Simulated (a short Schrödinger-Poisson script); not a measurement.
Stack: MOS inversion layer, SiO2 on p-type Si(111), at 200 K.

From the gate side: 3.3 nm SiO2; 910 nm Si, acceptors 2.2e17 cm⁻³.

The device is made up for the run: typed textbook-type constants, with dimensions and the other settings drawn at random. SiO2: permittivity 3.9, conduction-band edge (eV) 3.15, gap (eV) 9, electron mass (mₑ) 0.5. Si: permittivity 11.7, conduction-band edge (eV) 0, gap (eV) 1.124, Nv at 300 K (cm⁻³) 3.1e19.

Channel valleys (confinement mass, in-plane density-of-states mass, number): Δ6 0.258, 0.358, 6. At the gate the conduction-band edge of layer 1 lies 3.59 eV − eVg above the Fermi level of the channel; the field vanishes at the back. Gaps are held at their typed values at every temperature. Mesh 0.03 nm at interfaces.

From a short Schrödinger-Poisson script (our own, NumPy): 1D Poisson equation in equilibrium, electrons quantum, Hartree (BenDaniel-Duke, 12 states a valley, the channel's in-plane mass for all, wave functions ending at the dielectric), parabolic valleys, classical holes, full ionisation, no traps, pinning or gate leakage.

| Vg (V) | electrons (cm⁻²) | C (μF/cm²) | Δ6 E0 (meV from the Fermi level) |
|---|---|---|---|
| 0.75 | 1.12e11 | 0.497 | 85.1 |
| 0.9 | 7.27e11 | 0.774 | 52.4 |
| 1.05 | 1.48e12 | 0.830 | 39.8 |
| 1.2 | 2.26e12 | 0.855 | 31.9 |
| 1.35 | 3.07e12 | 0.870 | 26.2 |
| 1.5 | 3.89e12 | 0.881 | 21.6 |
| 1.65 | 4.72e12 | 0.889 | 17.8 |
| 1.8 | 5.56e12 | 0.896 | 14.5 |
| 1.95 | 6.40e12 | 0.902 | 11.6 |
| 2.1 | 7.25e12 | 0.907 | 8.9 |
| 2.25 | 8.10e12 | 0.911 | 6.5 |
| 2.4 | 8.96e12 | 0.915 | 4.2 |
| 2.55 | 9.82e12 | 0.918 | 2.1 |
| 2.7 | 1.07e13 | 0.921 | 0.1 |
| 2.85 | 1.15e13 | 0.924 | -1.8 |

Gate voltages with under 1e9 electrons/cm² are left out.

Task: At Vg = 2.85 V the lowest Δ6 subband lies at -1.8 meV from the Fermi level. How many electrons does it hold, and what share of all?

Result: The two-dimensional density of states is g m/(πħ²) = 8.97e11 cm⁻² meV⁻¹ (both spins), kT = 17.2 meV, so n = D kT ln(1 + exp(−E/kT)) = 1.15e13 cm⁻², 1.00 of the 1.15e13 cm⁻² in all.

Task: Compare the slope of the sheet density between 2.55 and 2.85 V with the geometric capacitance of the layers between gate and channel.

Result: q Δn/ΔV = 0.897 μF/cm²; ε0/Σ(t/ε) = 1.05 μF/cm². The ratio is 0.86: the channel acts as a further capacitance in series.
